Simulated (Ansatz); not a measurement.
The starting structures come from a database of crystals and need not be the phases stable at ambient conditions.

 Where the default PAW files enter, the runs use the earlier of Ansatz's two default sets.

Tunnelling through a barrier is set by its complex band structure: the current falls as exp(−2κd) with the smallest κ.

Given:

```xyz
24
Lattice="5.2110 0.0000 0.0000 0.0000 5.4790 0.0000 0.0000 0.0000 12.0557" Properties=species:S:1:pos:R:3 pbc="T T T"
V      0.0000     4.1093     7.3031
V      0.0000     1.3698     4.7526
V      2.6055     1.3698    10.7804
V      2.6055     4.1093     1.2753
Bi     0.0000     4.1093    10.6590
Bi     0.0000     1.3698     1.3967
Bi     2.6055     1.3698     7.4245
Bi     2.6055     4.1093     4.6312
O      3.9391     0.4446    11.6468
O      1.2719     5.0345     0.4089
O      3.8774     3.1841     6.4368
O      1.3336     2.2949     5.6189
O      1.3336     5.0345     6.4368
O      3.8774     0.4446     5.6189
O      1.2719     2.2949    11.6468
O      3.9391     3.1841     0.4089
O      1.8273     0.2406     9.7210
O      3.3838     5.2384     2.3347
O      0.7783     2.9801     8.3625
O      4.4328     2.4989     3.6931
O      4.4328     5.2384     8.3625
O      0.7783     0.2406     3.6931
O      3.3838     2.4989     9.7210
O      1.8273     2.9801     2.3347
```

Space group of this cell: Pbcn. The cell is strained (lengths across the current scaled by 1.02, ions clamped); by r2SCAN its mean pressure is -12.9 GPa.

Transport runs along the normal of the first two printed cell vectors.

The gap is the functional's own, uncorrected, and κ follows it; spin-orbit coupling is left out. Mid-gap values are interpolated between the computed energies.

State the band gap and the smallest decay constant κ at mid-gap according to r2SCAN run with Ansatz (a first-principles code).

Gap 2.55 eV on a 6×6×4 mesh; κ = 0.413 1/Å, at (0.000, 0.500) of the in-plane reciprocal vectors. At the zone centre, at the nearest computed energy, the slowest state has κ = 0.41 1/Å.
